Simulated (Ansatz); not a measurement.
Al2(SO4)3 (R-3, No. 148) was calculated with PBEsol (PAW; Ansatz, a program for electronic structure).

Run with plane-wave cutoff 520 eV, 6×6×6 k mesh, Fermi–Dirac smearing 0.01 eV, scalar-relativistic PAW data made under PBE.

Cell (relaxed at this level):

```
CELL_PARAMETERS angstrom
      4.03003     2.32674     7.18678
     -4.03003     2.32674     7.18678
      0.00000    -4.65348     7.18678
ATOMIC_POSITIONS crystal
  Al 0.14401 0.14401 0.14401
  Al 0.85599 0.85599 0.85599
  Al 0.35112 0.35112 0.35112
  Al 0.64888 0.64888 0.64888
  S  0.53952 0.24851 0.96368
  S  0.96368 0.53952 0.24851
  S  0.24851 0.96368 0.53952
  S  0.46048 0.75149 0.03632
  S  0.03632 0.46048 0.75149
  S  0.75149 0.03632 0.46048
  O  0.37845 0.20693 0.99126
  O  0.99126 0.37845 0.20693
  O  0.20693 0.99126 0.37845
  O  0.62155 0.79307 0.00874
  O  0.00874 0.62155 0.79307
  O  0.79307 0.00874 0.62155
  O  0.52007 0.22622 0.15763
  O  0.15763 0.52007 0.22622
  O  0.22622 0.15763 0.52007
  O  0.47993 0.77378 0.84237
  O  0.84237 0.47993 0.77378
  O  0.77378 0.84237 0.47993
  O  0.73713 0.10391 0.88721
  O  0.88721 0.73713 0.10391
  O  0.10391 0.88721 0.73713
  O  0.26287 0.89609 0.11279
  O  0.11279 0.26287 0.89609
  O  0.89609 0.11279 0.26287
  O  0.52454 0.45511 0.81582
  O  0.81582 0.52454 0.45511
  O  0.45511 0.81582 0.52454
  O  0.47546 0.54489 0.18418
  O  0.18418 0.47546 0.54489
  O  0.54489 0.18418 0.47546
```

### Question
Estimate the band gap and smallest direct gap on the k points sampled that the calculation returns.

### Answer

band gap: 6.22 eV
smallest direct gap on the k points sampled: 6.22 eV

The computed numbers hold no vibrational or temperature effects.
